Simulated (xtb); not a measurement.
xtb 6.7.1, GFN2-xTB: Ta(OEt)(SH)4 (CC[O][Ta]([SH])([SH])([SH])[SH]), 17 atoms. The geometry is a generated start, not checked to be a minimum at this level.

```json
{
  "run_flags": "--grad",
  "method": "GFN2-xTB",
  "--acc": "1 (default)",
  "--etemp (K)": "300 (default)",
  "basis_functions": "71",
  "valence_electrons": "52"
}
```

```xyz
17

Ta     0.3971     0.8163     0.8448
O      0.4830    -0.5500    -0.2667
C      0.3088    -1.4745    -1.2608
C     -1.1836    -1.7445    -1.4786
H      0.7612    -1.0798    -2.1849
H      0.8358    -2.4012    -0.9859
H     -1.6818    -0.8205    -1.7673
H     -1.3156    -2.4842    -2.2633
H     -1.6354    -2.1118    -0.5579
S      2.8024     0.6800     1.2747
H      2.9163     1.6648     2.1498
S     -0.5873     1.9951    -1.1107
H     -0.7164     3.2434    -0.6738
S     -0.7051    -0.5321     2.5688
H     -0.3724    -1.7176     2.0752
S      0.2029     2.8205     2.1647
H     -0.5098     3.6960     1.4720
```

Charge 0 and multiplicity 1 are set for this test and not shown to be the ground state.

One run each on 1 thread. Values of broydamp tried: 0.02, 0.05, 0.1, 0.2, 0.4 (default), 0.6, 0.8, 1.

How does the count of SCC iterations change with broydamp, and where is it least?

Fewest SCC iterations: 0.4 (default) with 14. The count rises to 25 at 0.02. All converge to one solution.

```csv
broydamp,SCC iterations,end
0.02,25,same solution
0.05,22,same solution
0.1,19,same solution
0.2,16,same solution
0.4 (default),14,same solution
0.6,17,same solution
0.8,17,same solution
1,20,same solution
```
